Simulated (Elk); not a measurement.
Input and output of a self-consistent single point for Bi₂Pd (I4/mmm, 3 atoms in the cell) (Elk).

Method: PBEsol, all-electron FP-LAPW, Elk's shipped species files, APW+lo basis with extra local orbitals (Elk 10.2.4).

The change in words: lattice scaled by 0.98. Reference geometry:
```
Bi2Pd
1.0
   -1.67641     1.67641     6.55724
    1.67641    -1.67641     6.55724
    1.67641     1.67641    -6.55724
Bi Pd
2 1
Direct
  0.63232   0.63232   0.00000
  0.36768   0.36768   0.00000
  0.00000   0.00000   0.00000
```

Reference input (self-consistent single point, DFT, PBEsol, all-electron FP-LAPW, Elk's shipped species files, APW+lo basis with extra local orbitals): xctype = 22; rgkmax = 7.5; stype = 0; swidth = 0.00367493 Ha; ngridk = 9 9 9; gmaxvr = 16 1/bohr; nxlo = 2; lorbcnd = true; lmaxi = 3. This run's input differs from it in these lines:

```diff
@@ -28,5 +28,5 @@
 avec
-   -3.1679501034    3.1679501034   12.3913782848
-    3.1679501034   -3.1679501034   12.3913782848
-    3.1679501034    3.1679501034  -12.3913782848
+   -3.1045913659    3.1045913659   12.1435501522
+    3.1045913659   -3.1045913659   12.1435501522
+    3.1045913659    3.1045913659  -12.1435501522
```

Output (repeated stretches shortened):

```
│ Self-consistent loop started │
│ Loop number : 1 │
 total energy                :     -48199.8245241
│ Loop number : 2 │
 total energy                :     -48201.1633516
RMS change in Kohn-Sham potential (target) :   0.3027432905     (  0.1000000000E-05)
Absolute change in total energy (target)   :    1.338827457     (  0.1000000000E-03)
│ Loop number : 3 │
 total energy                :     -48203.1066564
RMS change in Kohn-Sham potential (target) :   0.2555502223     (  0.1000000000E-05)
Absolute change in total energy (target)   :    2.278011700     (  0.1000000000E-03)
│ Loop number : 4 │
   [... lines left out ...]
Absolute change in total energy (target)   :   0.9450834550E-03 (  0.1000000000E-03)
│ Loop number : 16 │
 total energy                :     -48196.5188000
RMS change in Kohn-Sham potential (target) :   0.1522125023E-05 (  0.1000000000E-05)
Absolute change in total energy (target)   :   0.2372708695E-03 (  0.1000000000E-03)
│ Loop number : 17 │
 total energy                :     -48196.5187054
RMS change in Kohn-Sham potential (target) :   0.2019371322E-06 (  0.1000000000E-05)
Absolute change in total energy (target)   :   0.3524380736E-04 (  0.1000000000E-03)
Convergence targets achieved

│ Loop number : 18 │

Energies :
 Fermi                       :     0.323887732905
 total energy                :     -48196.5187270

Density of states at Fermi energy :    34.22099724
 (states/Hartree/unit cell)

Estimated indirect band gap :   0.1657037558E-02
 from k-point     25 to k-point     62
Estimated direct band gap   :   0.8227254300E-02
 at k-point     22

Charges :
 core                        :    164.0000000
 valence                     :    48.00000000
 interstitial                :    4.177685690
 muffin-tins (core leakage)
  species :    1 (Bi)
   atom    1                 :    81.29760089     (  0.7055599710E-03)
   atom    2                 :    81.29760089     (  0.7055599710E-03)
  species :    2 (Pd)
   atom    1                 :    45.22711253     (  0.3944691684E-08)
 total in muffin-tins        :    207.8223143
 total calculated charge     :    212.0042728
 total charge                :    212.0000000
 error                       :   0.4272802518E-02

│ Self-consistent loop stopped │
```

The run converged in 18 iterations. The count includes the last loop, which Elk runs after its targets are met. 

The starting cell comes from a database of computed structures (which also holds hypothetical and non-ambient phases and stackings), without a prior relaxation at this level. Its lattice was rescaled by a random factor within 2.5 % of one. For this run, on top of that: lattice scaled by 0.98. Spin-orbit coupling is off. Spin polarisation is off. Values depend on the basis (sphere radii, cutoffs, local orbitals), which need not be converged. The log's line on a gap gives a spacing of levels on this mesh, which the program prints for metals too.

Cost on one core of a shared machine: roughly 2 min.
